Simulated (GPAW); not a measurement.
Input and output of a self-consistent single point for TiZn3 (P1, 4 atoms in the cell) (GPAW).

Method of the run: PBEsol, GPAW PAW datasets PBEsol (made by gpaw-setup) (plane waves; GPAW 25.7.0).

The change in words: lattice scaled by 0.98. Reference geometry:
```xyz
4
Lattice="3.8808 0.0000 0.0000 0.0000 3.8808 0.0000 0.0000 0.0000 3.8808" Properties=species:S:1:pos:R:3 pbc="T T T"
Ti    -0.0178     0.0377     0.0039
Zn     0.0096     1.9335     1.9228
Zn     1.9921     0.0181     1.9432
Zn     1.8969     1.8915     0.0109
```

Reference input (self-consistent single point, DFT PBEsol, plane waves, GPAW PAW datasets PBEsol (made by gpaw-setup)): mode = pw; ecut = 850 eV; xc = PBEsol; kpts = 5 5 5; mesh shift (steps) = 0 0 0; occupations.name = fermi-dirac; occupations.width = 0.136 eV; nbands = -12; symmetry.symmorphic = false; symmetry.tolerance = 0.0005; maxiter = 100. This run's input differs from it in these lines:

```diff
@@ -5,9 +5,9 @@
 atoms = Atoms(['Ti', 'Zn', 'Zn', 'Zn'],
-              cell=[[3.880830, 0.000000, 0.000000],
-                    [0.000000, 3.880830, 0.000000],
-                    [0.000000, 0.000000, 3.880830]],
-              positions=[[-0.017805, 0.037698, 0.003858],
-                         [0.009617, 1.933488, 1.922846],
-                         [1.992080, 0.018127, 1.943229],
-                         [1.896938, 1.891513, 0.010897]],
+              cell=[[3.803213, 0.000000, 0.000000],
+                    [0.000000, 3.803213, 0.000000],
+                    [0.000000, 0.000000, 3.803213]],
+              positions=[[-0.017449, 0.036944, 0.003780],
+                         [0.009424, 1.894818, 1.884389],
+                         [1.952239, 0.017765, 1.904364],
+                         [1.858999, 1.853682, 0.010679]],
               pbc=True)
```

Log, with long lists cut:

```
     iter     time        total  log10-change:
                         energy   eigst   dens
iter:   1 --:--:--   -13.798335
iter:   2 --:--:--   -13.677624   -0.58  -1.44
iter:   3 --:--:--   -13.126198   -1.48  -1.47
iter:   4 --:--:--   -13.066566   -1.45  -1.59
iter:   5 --:--:--   -13.365175   -1.33  -1.78
iter:   6 --:--:--   -13.065936   -1.97  -1.85
iter:   7 --:--:--   -12.972988   -1.81  -1.96
iter:   8 --:--:--   -12.989615   -2.74  -2.64
iter:   9 --:--:--   -12.952433   -2.79  -2.39
iter:  10 --:--:--   -12.944688   -3.00  -2.73
iter:  11 --:--:--   -12.944783c  -4.32  -3.06
iter:  12 --:--:--   -12.944788c  -4.46  -3.30
iter:  13 --:--:--   -12.944623c  -4.61  -3.41
iter:  14 --:--:--   -12.944479c  -5.19  -3.66
iter:  15 --:--:--   -12.944444c  -5.99  -3.83
iter:  16 --:--:--   -12.944411c  -5.63  -3.87
iter:  17 --:--:--   -12.944396c  -5.74  -3.98
iter:  18 --:--:--   -12.944400c  -7.24  -4.52c
iter:  19 --:--:--   -12.944415c  -6.79  -4.61c
iter:  20 --:--:--   -12.944416c  -7.19  -4.72c
iter:  21 --:--:--   -12.944411c  -7.73c -4.49c
Converged after 21 iterations.

Dipole moment: (0.217559, -1.029427, -0.240244) |e|*Ang

Energy contributions relative to reference atoms: (reference = -169665.984478)

Kinetic:         +0.706241
Potential:       +6.182806
External:        +0.000000
XC:             -19.597391
Entropy (-ST):   -0.185407
Local:           -0.143363
SIC:             +0.000000
--------------------------
Free energy:    -13.037115
Extrapolated:   -12.944411

Showing only first 2 kpts
 Kpt  Band  Eigenvalues  Occupancy
  0    22      8.13188    0.44051
  0    23      8.15531    0.38418
  0    24      8.17376    0.34382
  0    25      9.64629    0.00001

  1    22      7.86244    1.34389
  1    23      7.88307    1.27536
  1    24      8.92758    0.00162
  1    25      9.62715    0.00001

Fermi level: 7.95995

No gap
No difference between direct/indirect transitions
Energy (eV): -12.944411

Forces in eV/Ang:
  0 Ti    0.22491   -0.64188   -0.10347
  1 Zn   -0.04123    0.28361    0.15119
  2 Zn   -0.37100   -0.16896    0.03138
  3 Zn    0.18681    0.52809   -0.07903

Stress tensor:
    -0.037295    -0.001164     0.000364
    -0.001164    -0.035265    -0.000340
     0.000364    -0.000340    -0.037371
Stress (GPa, Voigt): [-5.9754 -5.6501 -5.9875 -0.0544  0.0583 -0.1865]
```

The run converged in 21 iterations. GPAW prints stress with tension positive. Against the reference run the free energy goes up by 11.1 meV/atom, the pressure goes from -1.48 to 5.87 GPa and the largest force goes from 0.587 to 0.688 eV/Å.

The starting cell comes from a database of computed structures (which also holds hypothetical and non-ambient phases and stackings), without a prior relaxation at this level. Its atoms were displaced at random from the sites of space group no. 221. For this run, on top of that: lattice scaled by 0.98. Spin polarisation is off. With a pressure of about 6 GPa the cell is away from its equilibrium volume at this level.

Cost on one core of a shared machine: roughly 3 min.
